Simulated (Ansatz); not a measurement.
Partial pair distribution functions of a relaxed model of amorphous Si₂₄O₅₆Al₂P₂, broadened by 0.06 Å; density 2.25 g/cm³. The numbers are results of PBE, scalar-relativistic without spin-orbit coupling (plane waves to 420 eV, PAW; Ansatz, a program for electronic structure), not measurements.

Preparation: random packing, a CHGNet melt and quench, and a DFT relaxation. O atoms were pushed apart under 1.9 Å during the dynamics, to hinder bonds among them. The hot cell started wider than the set density and was brought back towards it in steps. It is the lowest in DFT energy of 2 quenches. It is a model cell: composition and starting density were chosen by hand, and all elements were melted together. No dispersion term was used. Its density started from a set value of 2.25 and ended at 2.25 g/cm³. The quench (nominally 400 K/ps over its main leg) was far faster than any real one, so the model tends to hold more defects than a real film. One small periodic cell is one sample of the glass; other quenches scatter about these values. The volume was held where the preparation left it, at a PBE pressure of -0.5 GPa (tension). Stress components on the final sampling reach 1.8 GPa.

```json
[
 {"r (Å)": "1.35", "g Si-O": "0.00", "g O-Al": "0.00", "g Si-Si": "0.00", "g O-O": "0.00"},
 {"r (Å)": "1.45", "g Si-O": "0.40", "g O-Al": "0.00", "g Si-Si": "0.00", "g O-O": "0.00"},
 {"r (Å)": "1.55", "g Si-O": "7.19", "g O-Al": "0.07", "g Si-Si": "0.00", "g O-O": "0.00"},
 {"r (Å)": "1.65", "g Si-O": "14.77", "g O-Al": "2.52", "g Si-Si": "0.00", "g O-O": "0.00"},
 {"r (Å)": "1.75", "g Si-O": "3.38", "g O-Al": "9.84", "g Si-Si": "0.00", "g O-O": "0.00"},
 {"r (Å)": "1.85", "g Si-O": "0.31", "g O-Al": "5.34", "g Si-Si": "0.00", "g O-O": "0.00"},
 {"r (Å)": "1.95", "g Si-O": "0.06", "g O-Al": "2.70", "g Si-Si": "0.00", "g O-O": "0.00"},
 {"r (Å)": "2.05", "g Si-O": "0.04", "g O-Al": "2.46", "g Si-Si": "0.00", "g O-O": "0.00"},
 {"r (Å)": "2.15", "g Si-O": "0.11", "g O-Al": "0.73", "g Si-Si": "0.00", "g O-O": "0.00"},
 {"r (Å)": "2.25", "g Si-O": "0.02", "g O-Al": "0.02", "g Si-Si": "0.00", "g O-O": "0.01"},
 {"r (Å)": "2.35", "g Si-O": "0.00", "g O-Al": "0.00", "g Si-Si": "0.00", "g O-O": "0.12"},
 {"r (Å)": "2.45", "g Si-O": "0.00", "g O-Al": "0.00", "g Si-Si": "0.00", "g O-O": "0.90"},
 {"r (Å)": "2.55", "g Si-O": "0.00", "g O-Al": "0.00", "g Si-Si": "0.00", "g O-O": "3.60"},
 {"r (Å)": "2.65", "g Si-O": "0.00", "g O-Al": "0.00", "g Si-Si": "0.04", "g O-O": "5.19"},
 {"r (Å)": "2.75", "g Si-O": "0.01", "g O-Al": "0.00", "g Si-Si": "0.69", "g O-O": "3.85"},
 {"r (Å)": "2.85", "g Si-O": "0.11", "g O-Al": "0.00", "g Si-Si": "2.10", "g O-O": "1.55"},
 {"r (Å)": "2.95", "g Si-O": "0.31", "g O-Al": "0.00", "g Si-Si": "2.97", "g O-O": "0.66"},
 {"r (Å)": "3.05", "g Si-O": "0.30", "g O-Al": "0.00", "g Si-Si": "4.24", "g O-O": "0.51"},
 {"r (Å)": "3.15", "g Si-O": "0.62", "g O-Al": "0.18", "g Si-Si": "3.09", "g O-O": "0.43"},
 {"r (Å)": "3.25", "g Si-O": "0.93", "g O-Al": "0.71", "g Si-Si": "1.65", "g O-O": "0.44"},
 {"r (Å)": "3.35", "g Si-O": "1.26", "g O-Al": "1.19", "g Si-Si": "0.41", "g O-O": "0.54"},
 {"r (Å)": "3.45", "g Si-O": "1.13", "g O-Al": "1.11", "g Si-Si": "0.04", "g O-O": "0.46"},
 {"r (Å)": "3.55", "g Si-O": "0.85", "g O-Al": "1.02", "g Si-Si": "0.08", "g O-O": "0.62"},
 {"r (Å)": "3.65", "g Si-O": "0.93", "g O-Al": "0.84", "g Si-Si": "0.16", "g O-O": "0.63"},
 {"r (Å)": "3.75", "g Si-O": "1.28", "g O-Al": "1.02", "g Si-Si": "0.06", "g O-O": "0.58"},
 {"r (Å)": "3.85", "g Si-O": "1.65", "g O-Al": "1.50", "g Si-Si": "0.29", "g O-O": "0.81"},
 {"r (Å)": "3.95", "g Si-O": "1.49", "g O-Al": "1.66", "g Si-Si": "0.14", "g O-O": "0.83"},
 {"r (Å)": "4.05", "g Si-O": "1.61", "g O-Al": "1.53", "g Si-Si": "0.41", "g O-O": "0.70"},
 {"r (Å)": "4.15", "g Si-O": "2.12", "g O-Al": "1.43", "g Si-Si": "1.19", "g O-O": "0.56"},
 {"r (Å)": "4.25", "g Si-O": "1.73", "g O-Al": "1.64", "g Si-Si": "1.21", "g O-O": "0.66"},
 {"r (Å)": "4.35", "g Si-O": "1.01", "g O-Al": "1.84", "g Si-Si": "1.26", "g O-O": "0.78"},
 {"r (Å)": "4.45", "g Si-O": "0.80", "g O-Al": "2.11", "g Si-Si": "1.08", "g O-O": "0.82"},
 {"r (Å)": "4.55", "g Si-O": "0.75", "g O-Al": "0.84", "g Si-Si": "0.93", "g O-O": "1.05"},
 {"r (Å)": "4.65", "g Si-O": "0.72", "g O-Al": "0.36", "g Si-Si": "1.20", "g O-O": "1.39"},
 {"r (Å)": "4.75", "g Si-O": "0.61", "g O-Al": "0.59", "g Si-Si": "1.45", "g O-O": "1.40"},
 {"r (Å)": "4.85", "g Si-O": "0.73", "g O-Al": "0.46", "g Si-Si": "1.16", "g O-O": "1.48"},
 {"r (Å)": "4.95", "g Si-O": "0.74", "g O-Al": "0.83", "g Si-Si": "0.88", "g O-O": "1.44"},
 {"r (Å)": "5.05", "g Si-O": "0.78", "g O-Al": "1.02", "g Si-Si": "1.14", "g O-O": "1.28"},
 {"r (Å)": "5.15", "g Si-O": "0.81", "g O-Al": "0.71", "g Si-Si": "1.08", "g O-O": "1.34"},
 {"r (Å)": "5.25", "g Si-O": "0.72", "g O-Al": "1.35", "g Si-Si": "0.81", "g O-O": "1.26"},
 {"r (Å)": "5.35", "g Si-O": "0.74", "g O-Al": "0.60", "g Si-Si": "1.17", "g O-O": "1.01"}
]
```

Within 2.24 Å each Si has 4.00 O neighbours on average.
